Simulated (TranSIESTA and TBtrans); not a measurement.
System: (CH2)6 held by thiolate S between the apex atoms of two Al(100) rods. Leads: fcc Al rod along [100], layers of 5 and 4 atoms, a = 4.04 Å. Geometry: as built, not relaxed. Transport runs along z; the first 18 and the last 18 of the 89 atoms are the lead cells, repeated to infinity.

```xyz
89
Lattice="14.213 0.000 0.000 0.000 14.213 0.000 0.000 0.000 42.974" Properties=species:S:1:pos:R:3 pbc="F F T"
Al     7.107     7.107     0.000
Al     9.963     7.107     0.000
Al     7.107     9.963     0.000
Al     4.250     7.107     0.000
Al     7.107     4.250     0.000
Al     8.535     8.535     2.020
Al     5.678     8.535     2.020
Al     8.535     5.678     2.020
Al     5.678     5.678     2.020
Al     7.107     7.107     4.040
Al     9.963     7.107     4.040
Al     7.107     9.963     4.040
Al     4.250     7.107     4.040
Al     7.107     4.250     4.040
Al     8.535     8.535     6.060
Al     5.678     8.535     6.060
Al     8.535     5.678     6.060
Al     5.678     5.678     6.060
Al     7.107     7.107     8.080
Al     9.963     7.107     8.080
Al     7.107     9.963     8.080
Al     4.250     7.107     8.080
Al     7.107     4.250     8.080
Al     8.535     8.535    10.100
Al     5.678     8.535    10.100
Al     8.535     5.678    10.100
Al     5.678     5.678    10.100
Al     7.107     7.107    12.120
Al     9.963     7.107    12.120
Al     7.107     9.963    12.120
Al     4.250     7.107    12.120
Al     7.107     4.250    12.120
Al     8.535     8.535    14.140
Al     5.678     8.535    14.140
Al     8.535     5.678    14.140
Al     5.678     5.678    14.140
Al     7.107     7.107    16.160
S      8.355     5.972    17.723
C      7.387     6.621    19.121
C      7.643     8.122    19.294
C      6.761     8.750    20.385
C      7.175     8.322    21.801
C      6.353     9.069    22.861
C      6.762     8.682    24.286
S      6.232     6.987    24.690
H      7.693     6.069    20.033
H      6.308     6.432    18.930
H      8.716     8.296    19.527
H      7.419     8.635    18.334
H      5.695     8.487    20.206
H      6.853     9.856    20.303
H      8.255     8.542    21.952
H      7.016     7.230    21.918
H      5.270     8.863    22.718
H      6.512    10.162    22.739
H      6.278     9.378    25.003
H      7.863     8.768    24.409
Al     7.107     7.107    26.814
Al     8.535     8.535    28.834
Al     5.678     8.535    28.834
Al     8.535     5.678    28.834
Al     5.678     5.678    28.834
Al     7.107     7.107    30.854
Al     9.963     7.107    30.854
Al     7.107     9.963    30.854
Al     4.250     7.107    30.854
Al     7.107     4.250    30.854
Al     8.535     8.535    32.874
Al     5.678     8.535    32.874
Al     8.535     5.678    32.874
Al     5.678     5.678    32.874
Al     7.107     7.107    34.894
Al     9.963     7.107    34.894
Al     7.107     9.963    34.894
Al     4.250     7.107    34.894
Al     7.107     4.250    34.894
Al     8.535     8.535    36.914
Al     5.678     8.535    36.914
Al     8.535     5.678    36.914
Al     5.678     5.678    36.914
Al     7.107     7.107    38.934
Al     9.963     7.107    38.934
Al     7.107     9.963    38.934
Al     4.250     7.107    38.934
Al     7.107     4.250    38.934
Al     8.535     8.535    40.954
Al     5.678     8.535    40.954
Al     8.535     5.678    40.954
Al     5.678     5.678    40.954
```

Run with TranSIESTA and TBtrans (open boundaries, self-consistent; PseudoDojo norm-conserving potentials, scalar-relativistic): PAO.BasisSize SZP, PAO.EnergyShift 0.15 eV, XC.Authors PBE, Mesh.Cutoff 150 Ry, ElectronicTemperature 300 K, TS.Voltage 0.0 eV, TBT.Elecs.Eta 0.001 eV, no spin polarisation.

Energies count from the leads' Fermi level. Transmissions are for one spin of a degenerate pair. The energy step is 0.02 eV; narrower resonances are cut or missed.

```csv
E (eV),T
-0.20,6.54e-5
-0.16,7.15e-5
-0.12,7.82e-5
-0.08,8.55e-5
-0.04,9.33e-5
0.00,0.000102
0.04,0.000125
0.08,0.000139
0.12,0.000141
0.16,0.000142
0.20,0.000142
```

Problem. Give the zero-bias conductance in μS and the resistance at 300 K.

Solution. At the Fermi level T = 0.000102. Averaged with −∂f/∂E over the full grid (kT = 25.9 meV) it is 0.000106. With G0 = 2e²/h = 77.48 μS, G = 0.00821 μS and R = 1/G = 122000 kΩ.

Problem. Estimate the thermopower by Mott's formula S = −(π²/3)(kB²T/e) d ln T/dE from the rows at -0.04 and 0.04 eV.

Solution. d ln T/dE = 3.66 eV⁻¹ and (π²/3) kB²T/e = 7.33 μV/K · eV, so S = -27 μV/K; the full integral gives -22 μV/K. A negative sign means that T rises with energy over the thermal window.

Problem. The eigenchannels at the Fermi level transmit 8.91e-5, 1.25e-5, 3.62e-7. What Fano factor of the shot noise follows at low temperature and bias?

Solution. F = Σ τ(1 − τ)/Σ τ = 0.000102/0.000102 = 1.00.

Problem. Estimate the current at 0.3 V in linear response, and compare with the self-consistent run.

Solution. I = G V = 0.00821 μS × 0.3 V = 0.00246 μA; the self-consistent run gives 0.00276 μA, 1.12 of it. Linear response leaves out the change of T over the bias window and the shift of levels under bias.

The leads' channel count changes near 0.03 eV, within the thermal window, so values at the Fermi level hang on where that band edge falls. The saturated backbone isn't all-trans: 2 of its torsions are gauche. Semilocal functionals put molecular levels too close to the Fermi level and tend to overestimate such conductances.
